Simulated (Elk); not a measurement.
Elk run on RbCl (Fm-3m, 2 atoms in the cell): self-consistent single point.

Method: PBE, all-electron FP-LAPW, Elk's shipped species files, APW+lo basis with extra local orbitals in Elk 10.2.4.

The change in words: lattice scaled by 0.98. Reference geometry:
```
CELL_PARAMETERS angstrom
      0.00000     3.22764     3.22764
      3.22764     0.00000     3.22764
      3.22764     3.22764     0.00000
ATOMIC_POSITIONS crystal
  Rb 0.00000 0.00000 0.00000
  Cl 0.50000 0.50000 0.50000
```

Reference input (self-consistent single point, DFT, PBE, all-electron FP-LAPW, Elk's shipped species files, APW+lo basis with extra local orbitals): xctype = 20; rgkmax = 8; stype = 3; swidth = 0.000367493 Ha; ngridk = 9 9 9; tforce = true; gmaxvr = 18 1/bohr; lmaxapw = 10; lmaxo = 8; nxlo = 2; lorbcnd = true; lradstp = 2. This run's input differs from it in these lines:

```diff
@@ -46,5 +46,5 @@
 avec
-    0.0000000000    3.2276420000    3.2276420000
-    3.2276420000    0.0000000000    3.2276420000
-    3.2276420000    3.2276420000    0.0000000000
+    0.0000000000    3.1630890000    3.1630890000
+    3.1630890000    0.0000000000    3.1630890000
+    3.1630890000    3.1630890000    0.0000000000
```

Log, with long lists cut:

```
│ Self-consistent loop started │
│ Loop number : 1 │
 total energy                :     -3449.83086985
│ Loop number : 2 │
 total energy                :     -3449.77135730
RMS change in Kohn-Sham potential (target) :   0.2310893236     (  0.1000000000E-05)
Absolute change in total energy (target)   :   0.5951254705E-01 (  0.1000000000E-03)
│ Loop number : 3 │
 total energy                :     -3448.95248944
RMS change in Kohn-Sham potential (target) :   0.2019438049     (  0.1000000000E-05)
Absolute change in total energy (target)   :   0.8337459944     (  0.1000000000E-03)
│ Loop number : 4 │
   [... lines left out ...]
Absolute change in total energy (target)   :   0.2167276571E-03 (  0.1000000000E-03)
│ Loop number : 14 │
 total energy                :     -3443.15258216
RMS change in Kohn-Sham potential (target) :   0.6004811776E-07 (  0.1000000000E-05)
Absolute change in total energy (target)   :   0.1027161402E-03 (  0.1000000000E-03)
│ Loop number : 15 │
 total energy                :     -3443.15258030
RMS change in Kohn-Sham potential (target) :   0.2225344248E-07 (  0.1000000000E-05)
Absolute change in total energy (target)   :   0.2753833905E-04 (  0.1000000000E-03)
Convergence targets achieved

│ Loop number : 16 │

Energies :
 Fermi                       :     0.237485245282E-01
 total energy                :     -3443.15258088

Density of states at Fermi energy :   0.2720175839E-06
 (states/Hartree/unit cell)

Estimated indirect band gap :   0.1991269540
 from k-point      1 to k-point      1
Estimated direct band gap   :   0.1991269540
 at k-point      1

Charges :
 core                        :    38.00000000
 valence                     :    16.00000000
 interstitial                :    2.863936592
 muffin-tins (core leakage)
  species :    1 (Rb)
   atom    1                 :    35.43143940     (  0.9355890628E-04)
  species :    2 (Cl)
   atom    1                 :    15.70462400     (  0.1571226238E-04)
 total in muffin-tins        :    51.13606341
   [... lines left out ...]
   total force               :     0.00000000   -0.00000000   -0.00000000
   total magnitude           :     0.00000000
 species :    2 (Cl)
  atom :    1
   Hellmann-Feynman          :    -0.00000000    0.00000000    0.00000000
   IBS                       :     0.00000000    0.00000000   -0.00000000
   total force               :    -0.00000000    0.00000000    0.00000000
   total magnitude           :     0.00000000
```

The run converged in 16 iterations. The count includes the last loop, which Elk runs after its targets are met. Against the reference run the free energy goes up by 36.4 meV/atom and the gap on the mesh goes from 5.205 to 5.419 eV.

The starting cell comes from a database of computed structures (which also holds hypothetical and non-ambient phases and stackings), without a prior relaxation at this level. Its lattice was rescaled by a random factor within 2.5 % of one. For this run, on top of that: lattice scaled by 0.98. Values depend on the basis (sphere radii, cutoffs, local orbitals), which need not be converged.
